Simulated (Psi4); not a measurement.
Psi4 1.11, B3LYP/def2-svp: Zr(SH)4 ([SH][Zr]([SH])([SH])[SH]), 9 atoms. The geometry is a generated start, not checked to be a minimum at this level.

```yaml
task: energy
method: b3lyp
basis: def2-svp
memory: 3 GB
maxiter: 100
keys_of_the_molecule_block: symmetry c1
scf_type: df (default)
guess: auto, which took SAD (default)
scf_initial_accelerator: adiis (default)
e_convergence: 1e-06 (default)
d_convergence: 1e-06 (default)
dft_radial_points: 75 (default)
dft_spherical_points: 302 (default)
effective_core_potentials: those of the basis set, past Kr
basis_functions: 123
grid_points: 195183
```

```xyz
9

Zr    -0.1796    -0.4798    -0.0723
S     -0.1924     0.6093     2.1193
H      0.3261     1.7502     1.6321
S      2.2125    -1.0023    -0.3081
H      2.4412    -0.9302     1.0149
S     -1.9730    -2.1076    -0.4421
H     -2.7813    -1.1658    -0.9579
S     -0.5555     1.4359    -1.5519
H      0.7020     1.8902    -1.4341
```

Charge 0 and multiplicity 1 are set for this test and not shown to be the ground state.

One run each on 2 threads. Values of diis_max_vecs tried: 3, 6, 10 (default), 20.

### Question
Which value of diis_max_vecs needs the fewest SCF iterations, and what happens away from it?

### Answer
Fewest SCF iterations, within one of each other: 6 with 10, 10 (default) with 10, 20 with 10. The count rises to 15 at 3. All converge to one solution.

| diis_max_vecs | SCF iterations | end |
|---|---|---|
| 3 | 15 | same solution |
| 6 | 10 | same solution |
| 10 (default) | 10 | same solution |
| 20 | 10 | same solution |
